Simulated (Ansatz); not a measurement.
GaP: alloy series

Start from GaP in the zinc blende structure (space group F-43m, No. 216; a = 5.438 Å).

The other end (x = 1) is InP in the zinc blende structure (space group F-43m, No. 216): 25.39 Å³/atom, gap 0.57 eV.

In replaces a fraction x of Ga; each row is one arrangement (x, atoms in the cell, starting space group or random), fully relaxed.

Level of theory: Ansatz (a quantum-chemistry and plane-wave program) PBEsol, without spin-orbit coupling.

Notes on the quantities. bowing parameter b of this ordering: Eg = [1−x] Eg[0] + x Eg[1] − b x [1−x].

| case | bowing parameter b of this ordering | mixing energy | shortest interatomic distance |
|---|---|---|---|
| base | – | – | 2.355 Å |
| x(In) = 0.25, 8 atoms, Cm | 0.6 eV | +18 meV/atom | 2.330 Å |
| x(In) = 0.25, 8 atoms, Amm2 | 1.1 eV | +26 meV/atom | 2.339 Å |
| x(In) = 0.5, 8 atoms, Cm | 0.1 eV | ___ | ___ |
| x(In) = 0.75, 8 atoms, Pmm2 | 0.4 eV | +14 meV/atom | 2.367 Å |
| x(In) = 0.75, 8 atoms, P-43m | 0.1 eV | +16 meV/atom | 2.388 Å |
| x(In) = 0.75, 8 atoms, Amm2 | 1.3 eV | +23 meV/atom | 2.390 Å |

### Question
Some entries are withheld; estimate them.

### Answer

- x(In) = 0.5, 8 atoms, Cm, mixing energy: +17 meV/atom
- x(In) = 0.5, 8 atoms, Cm, shortest interatomic distance: 2.350 Å

These are small ordered cells, not random alloys; other orderings at the same x differ. Gaps are read on the SCF mesh and a high-symmetry path. Stability against distortions was not tested.
